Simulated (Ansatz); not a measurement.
Ansatz (a quantum-chemistry and plane-wave program) run on Mg3ZnO4 (Pm-3m, 8 atoms in the cell): self-consistent single point.

Computed with PBEsol, default PAW files made with PBE (plane waves; Ansatz).

```
Mg3ZnO4
1.0
    4.29677     0.00000     0.00000
    0.00000     4.29677     0.00000
    0.00000     0.00000     4.29677
Mg Zn O
3 1 4
Direct
  0.00000   0.50000   0.50000
  0.50000   0.00000   0.50000
  0.50000   0.50000   0.00000
  0.00000   0.00000   0.00000
  0.50000   0.00000   0.00000
  0.00000   0.50000   0.00000
  0.00000   0.00000   0.50000
  0.50000   0.50000   0.50000
```

Reference input (self-consistent single point, DFT, HSE06, plane waves, default PAW files made with PBE): basis.ecutwfc = 420 eV; kpoints.mp_grid.grid = 4 4 4; hamiltonian.xc = hse06; hamiltonian.pseudopotentials = {kind: paw} (the program's default PAW files); scf.occupations.method = fermi_dirac; scf.occupations.width = 0.02 eV. This run's input differs from it in these lines:

Ansatz 0.2 input:
```diff
@@ -20,3 +20,3 @@
 hamiltonian:
-  xc: hse06
+  xc: pbesol
   pseudopotentials: { kind: paw }
```

Output, abridged:

```
SCF iter   1: F=—  HF=-11269.526548 eV  |F-HF|=—  |Δ(HF+E_count)|=         —  Δρ=1.48e-2  dr2=1.41e-1  ethr=1.77e-3  ⟨swp⟩=6.1  Hψ=1693  notcnv=0
all-band conjugate gradients solve this SCF's bands
preconditioner: auto → Resta (q_TF=auto, 2.646 Å⁻¹)
SCF iter   2: F=—  HF=-11269.490289 eV  |F-HF|=—  |Δ(HF+E_count)|=   3.63e-2  Δρ=5.05e-3  dr2=2.05e-2  ethr=2.14e-4  ⟨swp⟩=2.2  Hψ=617  notcnv=0  defer=25
   [... lines left out ...]
SCF iter   4: F=—  HF=-11269.485166 eV  |F-HF|=—  |Δ(HF+E_count)|=   6.37e-5  Δρ=6.12e-4  dr2=2.07e-4  ethr=1.02e-6  ⟨swp⟩=2.0  Hψ=574  notcnv=0  defer=25
SCF iter   5: F=—  HF=-11269.485062 eV  |F-HF|=—  |Δ(HF+E_count)|=   1.04e-4  Δρ=8.68e-5  dr2=4.17e-6  ethr=3.13e-7  ⟨swp⟩=2.0  Hψ=541  notcnv=0  defer=25
SCF iter   6: F=—  HF=-11269.483868 eV  |F-HF|=—  |Δ(HF+E_count)|=   1.19e-3  Δρ=2.81e-5  dr2=4.64e-7  ethr=6.32e-9  ⟨swp⟩=2.0  Hψ=715  notcnv=0  defer=25
SCF iter   7: F=-11269.483868 eV  HF=-11269.483868 eV  |F-HF|=1.70e-8  |Δ(HF+E_count)|=   4.26e-8  Δρ=3.85e-6  dr2=2.39e-8  ethr=1.52e-10  ⟨swp⟩=8.2  Hψ=1703  notcnv=0
SCF 1 converged in 7 iterations: F = -11269.483868 eV  dr2 = 2.39e-8
Free energy (F): -11269.483868 eV
Internal energy: -11269.483868 eV  (E = F + TS)
E sigma→0 (E₀):  -11269.483868 eV
Fermi energy:    9.577428 eV
--- Forces (eV/Å), atoms counted from 1 ---
  atom   1  Mg     0.00000000    -0.00000000     0.00000000
   [... zero for the other atoms too ...]
--- Stress (GPa, compression-positive) ---
       -7.142602      -0.000000       0.000000
        0.000000      -7.142602       0.000000
        0.000000       0.000000      -7.142602
  P = ⅓ Tr σ = -7.1426 GPa (-71.426 kbar)
  The stress holds the Pulay correction. Without it, at fixed plane waves, as pw.x and ABINIT print it: P = -7.8475 GPa
```

The run converged in 7 iterations. Against the reference run the pressure goes from -8.13 to -7.14 GPa and the gap on the mesh goes from 3.863 to 1.971 eV.

The starting cell comes from a database of computed structures (which also holds hypothetical and non-ambient phases and stackings), without a prior relaxation at this level. Its lattice was rescaled by a random factor within 2.5 % of one. With a pressure of about -7 GPa the cell is away from its equilibrium volume at this level. Ansatz's pressure includes its estimate of the finite-basis (Pulay) stress. Without the estimate this run gives -7.85 GPa.
